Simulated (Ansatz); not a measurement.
The parent structure is BeTe in the zinc blende structure (space group F-43m, No. 216).

```xyz
2
Lattice="0.0000 2.8022 2.8022 2.8022 0.0000 2.8022 2.8022 2.8022 0.0000" Properties=species:S:1:pos:R:3 pbc="T T T"
Be     0.0000     0.0000     0.0000
Te     1.4011     1.4011     1.4011
```

Cartesian axes are those of the cell as printed.

The values are results of PBEsol/PAW in Ansatz (a program for electronic structure), scalar-relativistic without spin-orbit coupling, not measurements.

Strains are applied to the cell and any free atomic positions relax.

One change was made to it. Results:

```tsv
quantity	base	after
shortest interatomic distance	2.427 Å	2.422 Å
pressure (mean of the normal stresses, compression positive)	0.01 GPa	0.01 GPa
band gap	1.84 eV	1.78 eV
valence-band top at Γ (three highest levels, from the VBM)	0.00, 0.00, 0.00 eV	0.00, -0.05, -0.09 eV
```

Question: Which change produced these results?
A) tensor shear ε_xy = +1.14 %
B) tensor shear ε_xy = +0.57 %
C) tensor shear ε_xy = +1.43 %
D) tensor shear ε_xy = +1.71 %

Answer: B, tensor shear ε_xy = +0.57 %. For comparison, the band gap in the other runs: tensor shear ε_xy = +1.43 % gives 1.67 eV; tensor shear ε_xy = +1.14 % gives 1.71 eV; tensor shear ε_xy = +1.71 % gives 1.62 eV.

Spin-orbit coupling, missing from the scalar runs, can matter with Te. Whether these cells are dynamically stable was not tested.
